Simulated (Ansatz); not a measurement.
Input and output of a self-consistent single point for CsSbO₃ (P1, 5 atoms in the cell) (Ansatz, a program for electronic structure).

Level of theory: PBEsol, PAW files made with PBE (plane waves; Ansatz).

The change in words: atoms moved at random. Reference geometry:
```xyz
5
Lattice="4.2160 0.0000 0.0000 0.0000 4.2160 0.0000 0.0000 0.0000 4.2160" Properties=species:S:1:pos:R:3 pbc="T T T"
Cs     0.0000     0.0000     0.0000
Sb     2.1080     2.1080     2.1080
O      2.1080     2.1080     0.0000
O      0.0000     2.1080     2.1080
O      2.1080     0.0000     2.1080
```

Reference input (self-consistent single point, DFT, PBEsol, plane waves, PAW files made with PBE): kpoints.mp_grid.grid = 8 8 8; hamiltonian.xc = pbesol; hamiltonian.pseudopotentials = {kind: paw} (the program's default PAW files); scf.occupations.method = fermi_dirac; scf.occupations.width = 0.1 eV. This run's input differs from it in these lines:

Ansatz 0.2 input:
```diff
@@ -6,7 +6,7 @@
   atoms:
-    - { symbol: Cs, position: [0.00000000, 0.00000000, 0.00000000] }
-    - { symbol: Sb, position: [0.50000000, 0.50000000, 0.50000000] }
-    - { symbol: O, position: [0.50000000, 0.50000000, 0.00000000] }
-    - { symbol: O, position: [0.00000000, 0.50000000, 0.50000000] }
-    - { symbol: O, position: [0.50000000, 0.00000000, 0.50000000] }
+    - { symbol: Cs, position: [-0.00554300, -0.00578200, -0.00892400] }
+    - { symbol: Sb, position: [0.51677800, 0.49427400, 0.51707900] }
+    - { symbol: O, position: [0.51070300, 0.50487300, -0.00002500] }
+    - { symbol: O, position: [-0.00079000, 0.49513800, 0.50561600] }
+    - { symbol: O, position: [0.47885200, 0.01149800, 0.48625400] }
 kpoints:
```

Log, with long lists cut:

```
SCF iter   1: F=—  HF=-13676.919074 eV  |F-HF|=—  |Δ(HF+E_count)|=         —  Δρ=6.34e-2  dr2=3.57e0  ethr=3.10e-3  ⟨swp⟩=6.2  Hψ=33897  notcnv=0
all-band conjugate gradients solve this SCF's bands
preconditioner: auto → Kerker (q_TF=auto, 2.477 Å⁻¹)
SCF iter   2: F=—  HF=-13676.247489 eV  |F-HF|=—  |Δ(HF+E_count)|=   6.72e-1  Δρ=3.78e-2  dr2=1.91e0  ethr=3.10e-3  ⟨swp⟩=2.5  Hψ=10117  notcnv=0  defer=131
   [... lines left out ...]
SCF iter   6: F=—  HF=-13675.394956 eV  |F-HF|=—  |Δ(HF+E_count)|=   3.58e-4  Δρ=2.05e-4  dr2=3.85e-5  ethr=1.74e-6  ⟨swp⟩=2.2  Hψ=12656  notcnv=0  defer=72
SCF iter   7: F=—  HF=-13675.394981 eV  |F-HF|=—  |Δ(HF+E_count)|=   2.48e-5  Δρ=8.97e-5  dr2=6.36e-6  ethr=9.17e-8  ⟨swp⟩=2.0  Hψ=11999  notcnv=0  defer=72
SCF iter   8: F=—  HF=-13675.394989 eV  |F-HF|=—  |Δ(HF+E_count)|=   7.92e-6  Δρ=2.23e-5  dr2=4.45e-7  ethr=1.51e-8  ⟨swp⟩=2.0  Hψ=11440  notcnv=0  defer=72
SCF iter   9: F=-13675.394989 eV  HF=-13675.394989 eV  |F-HF|=2.34e-9  |Δ(HF+E_count)|=   3.27e-7  Δρ=6.37e-6  dr2=2.73e-8  ethr=2.38e-10  ⟨swp⟩=8.7  Hψ=37409  notcnv=0
SCF 1 converged in 9 iterations: F = -13675.394989 eV  dr2 = 2.73e-8
Free energy (F): -13675.394989 eV
Internal energy: -13675.341872 eV  (E = F + TS)
E sigma→0 (E₀):  -13675.368431 eV
Entropy (-TS):   -0.053117 eV (-10.623 meV/atom)
Fermi energy:    8.451255 eV
--- Forces (eV/Å), atoms counted from 1 ---
  atom   1  Cs     0.23695578     0.11433508     0.34450803
  atom   2  Sb    -0.46125351     0.14781722    -0.48524782
  atom   3  O     -0.17627723    -0.07556811     0.11441691
  atom   4  O      0.12298804     0.06117300    -0.12623231
  atom   5  O      0.27763272    -0.24774769     0.15261913
--- Stress (GPa, compression-positive) ---
       -4.783838       0.062941       0.011106
        0.062941      -5.018837       0.022688
        0.011105       0.022688      -4.890515
  P = ⅓ Tr σ = -4.8977 GPa (-48.977 kbar)
  The stress holds the Pulay correction. Without it, at fixed plane waves, as pw.x and ABINIT print it: P = -5.2230 GPa
```

The run converged in 9 iterations. Against the reference run the free energy rises by 15.0 meV/atom, the pressure goes from -5.92 to -4.90 GPa and the largest force goes from 0.000 to 0.686 eV/Å.

The starting cell comes from a database of computed structures (which also holds hypothetical and non-ambient phases and stackings), without a prior relaxation at this level. Its lattice was rescaled by a random factor within 2.5 % of one. For this run, on top of that: atoms moved at random. With a pressure of about -5 GPa the cell is away from its equilibrium volume at this level. Ansatz's pressure includes its estimate of the finite-basis (Pulay) stress. The run gives no clean gap (levels at the Fermi energy touch, overlap or are partly filled at this smearing), which alone does not show that the compound is a metal.
